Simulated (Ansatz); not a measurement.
MoGe (model structure, started from the rocksalt type, Fm-3m, No. 225, 2 atoms in the cell): equilibrium lattice constant a by level of theory

No measured value is used here.

```csv
level (code),value (Å)
PBE (Ansatz),5.140
PBEsol (Ansatz),5.080
PBE-D3(BJ) (Ansatz),?
r²SCAN (Ansatz),5.113
```

### Question
Some entries are withheld; supply them.

### Answer

- PBE-D3(BJ) (Ansatz, an electronic-structure program), value (Å): 5.087

Ansatz's density-functional and Hartree–Fock values are scalar-relativistic unless marked +SOC, with PAW data made under PBE.

A model structure was made by putting elements into a prototype or built by hand; it is no filed structure, need not be a known phase, and can be a saddle point held by its symmetry.
